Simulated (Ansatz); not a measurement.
## CsPbCl3 under a change: uniaxial strain ε_zz = +1.05 %

Take CsPbCl$_{3}$ in the cubic perovskite structure (space group Pm-3m, No. 221; a = 5.619 Å) as the base. Axes: x, y, z lie along the cube axes.

It is then changed as follows: uniaxial strain ε_zz = +1.05 %, all other strain components held at zero, atoms relaxed at fixed cell.

All numbers come from PBEsol, PAW, 420 eV (Ansatz, a first-principles code; spin-orbit coupling left out), earlier PAW set. Γ-centred 6×6×6 mesh, Fermi–Dirac width 0.05 eV.

| quantity | base | changed | shift |
|---|---|---|---|
| space group | Pm-3m (No. 221) | P4/mmm (No. 123) | – |
| shortest interatomic distance | 2.809 Å | 2.809 Å | 0.000 Å |
| energy relative to the base (free energy F) | 0 meV/atom | +0.7 meV/atom | +0.7 meV/atom |
| pressure (mean of the normal stresses, compression positive) | 0.00 GPa | -0.25 GPa | -0.25 GPa |
| band gap | 1.84 eV | 1.84 eV | -0.006 eV |
| gap character | – | direct at A | – |
| electron mass | – | 0.11 mₑ along z, 0.83 mₑ across (at R) | – |
| hole mass | 0.18 mₑ (at R) | 0.19 mₑ along z, 0.18 mₑ across (at R) | – |
| valley order (the lowest conduction-band minima on the path, energy above the VBM, named in the base's zone) | R along ⟨111⟩ 1.84 eV; Γ 3.25 eV | R along [111] 1.84 eV; Γ 3.31 eV | – |
| stress (xx, yy, zz, yz, xz, xy; compression positive) | – | (-0.08, -0.08, -0.58, 0.00, 0.00, 0.00) GPa | – |

With Pb present, leaving out spin-orbit coupling can change the band edges. Masses are band curvatures over ±0.01 Å⁻¹ around the edge. No phonon test of stability was made. Many cubic perovskites are stable only at high temperature; tilts and polar distortions were not tested. This is not the structure that CsPbCl3 has at room temperature and ambient pressure. k-point labels follow each cell's own Brillouin zone.
